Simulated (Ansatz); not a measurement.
```yaml
crystal:
  lattice:
    - [3.60420, 0.00044, -0.05887]
    - [1.80285, 3.12077, 0.05588]
    - [-1.32223, 0.19103, 26.80304]
  atoms:
    - { symbol: Hf, position: [0.55708, 0.83559, 0.07539] }
    - { symbol: Hf, position: [0.96093, 0.13562, 0.18529] }
    - { symbol: Hf, position: [0.36475, 0.43570, 0.29510] }
    - { symbol: Hf, position: [0.76852, 0.73573, 0.40494] }
    - { symbol: Hf, position: [0.17249, 0.03561, 0.51482] }
    - { symbol: O, position: [0.20430, 0.51158, 0.04561] }
    - { symbol: O, position: [0.90753, 0.16111, 0.10270] }
    - { symbol: O, position: [0.60977, 0.81097, 0.15788] }
    - { symbol: O, position: [0.31157, 0.46117, 0.21282] }
    - { symbol: O, position: [0.01388, 0.11074, 0.26782] }
    - { symbol: O, position: [0.71564, 0.76094, 0.32269] }
    - { symbol: O, position: [0.41802, 0.41039, 0.37771] }
    - { symbol: O, position: [0.11984, 0.06054, 0.43266] }
    - { symbol: O, position: [0.82221, 0.70995, 0.48781] }
    - { symbol: O, position: [0.52550, 0.35930, 0.54494] }
    - { symbol: Y, position: [0.58065, 0.33130, 0.62796] }
    - { symbol: Y, position: [0.99664, 0.61760, 0.74206] }
    - { symbol: Y, position: [0.73596, 0.24639, 0.84847] }
    - { symbol: Y, position: [0.14958, 0.53794, 0.96236] }
```

The first 15 atoms are the substrate (HfO2-c), the rest the film (Y).

These are PBE (plane waves to 420 eV, PAW; Ansatz, an electronic-structure program) values and carry that method's errors. Scalar-relativistic, without spin–orbit coupling; the runs are not spin-polarised; PBE gaps are too small against experiment. Its k-point mesh 10×10×1, Fermi–Dirac width 0.05 eV.

Q: Describe the bonding at the interfaces and give the barriers.

A: A periodic stack without vacuum, hcp Y (0 0 1) on cubic HfO2 (1 1 1) (film strained to the substrate, started from cuts of the bulks and a machine-learned relaxation; slabs Hf5O10 and Y4, which can lie off the formulas): substrate slab Hf5O10, film Y4, surface cells [[-1, 1], [-1, 0]] and [[0, -1], [1, 0]], film strained by -1.5 and -1.5 %, outermost planes O/O and Y/Y as cut, which need not be the usual terminations and can put a slab off its formula.
interface area: 11.3 Å²
period: 26.76 Å
heights between the nearest atoms of the two slabs at the two interfaces: 2.22 and 2.23 Å
Hf–Y contacts across the interfaces within 1.22 times the sum of covalent radii: 6, mean 3.67 Å
O–Y contacts across the interfaces within 1.22 times the sum of covalent radii: 2, mean 2.22 Å
hole barrier (PBE): 3.40 eV
electron barrier (PBE): 0.34 eV
